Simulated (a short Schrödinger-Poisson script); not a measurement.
**Gated Al0.3Ga0.7N/GaN polarisation-induced gas**

System: gated Al0.3Ga0.7N/GaN polarisation-induced gas, at 300 K.

| layer | material | thickness (nm) | Na (cm⁻³) |
|---|---|---|---|
| 1 | Al0.3Ga0.7N | 10 | - |
| 2 | GaN | 6000 | 2e15 |

The device is made up for the run: typed textbook-type constants, with dimensions and the other settings drawn at random. Al0.3Ga0.7N: permittivity 9.32, conduction-band edge (eV) 0.414, gap (eV) 4.021, electron mass (mₑ) 0.236, Nv at 300 K (cm⁻³) 4.6e19. GaN: permittivity 9.5, conduction-band edge (eV) 0, gap (eV) 3.43, Nv at 300 K (cm⁻³) 4.6e19.

Channel valleys (confinement mass, in-plane density-of-states mass, number): Γ 0.2, 0.2, 1. At the gate the conduction-band edge of layer 1 lies 1.23 eV − eVg above the Fermi level of the channel; the field vanishes at the back. Sheet of polarisation charge: +1.5e13 e/cm² at 10 nm from the gate. The barrier under the gate holds no holes. Gaps are held at their typed values at every temperature. Mesh 0.08 nm at interfaces.

Solved with a short Schrödinger-Poisson script written for these runs: 1D Poisson equation in equilibrium, electrons quantum, Hartree (BenDaniel-Duke, 40 states a valley, the channel's in-plane mass for all, wave functions free to enter the barrier), parabolic valleys, classical holes, full ionisation, no traps, pinning or gate leakage.

| Vg (V) | electrons (cm⁻²) | in the channel layer | C (μF/cm²) | Γ E0 (meV) | Γ E1 (meV) |
|---|---|---|---|---|---|
| 0.5 | 1.12e13 | 1.02e13 | 0.761 | -117.0 | 10.4 |
| 0.35 | 1.05e13 | 9.68e12 | 0.756 | -109.7 | 13.2 |
| 0.2 | 9.81e12 | 9.10e12 | 0.752 | -102.3 | 15.9 |
| 0.05 | 9.11e12 | 8.51e12 | 0.747 | -94.9 | 18.7 |
| -0.1 | 8.41e12 | 7.91e12 | 0.743 | -87.3 | 21.4 |
| -0.25 | 7.72e12 | 7.30e12 | 0.739 | -79.7 | 24.2 |
| -0.4 | 7.03e12 | 6.69e12 | 0.734 | -72.1 | 27.1 |
| -0.55 | 6.35e12 | 6.07e12 | 0.729 | -64.2 | 30.0 |
| -0.7 | 5.67e12 | 5.45e12 | 0.723 | -56.2 | 33.0 |
| -0.85 | 4.99e12 | 4.82e12 | 0.717 | -48.0 | 36.2 |
| -1 | 4.32e12 | 4.20e12 | 0.710 | -39.5 | 39.5 |
| -1.15 | 3.66e12 | 3.57e12 | 0.701 | -30.5 | 43.1 |
| -1.3 | 3.01e12 | 2.95e12 | 0.689 | -20.9 | 47.2 |
| -1.45 | 2.38e12 | 2.34e12 | 0.674 | -10.3 | 51.9 |
| -1.6 | 1.75e12 | 1.73e12 | 0.653 | 1.9 | 57.7 |
| -1.75 | 1.16e12 | 1.15e12 | 0.619 | 16.9 | 65.8 |
| -1.9 | 6.05e11 | 6.01e11 | 0.554 | 38.2 | 79.1 |
| -2.05 | 1.54e11 | 1.54e11 | 0.372 | 78.0 | 110.5 |

Subbands count from the Fermi level.
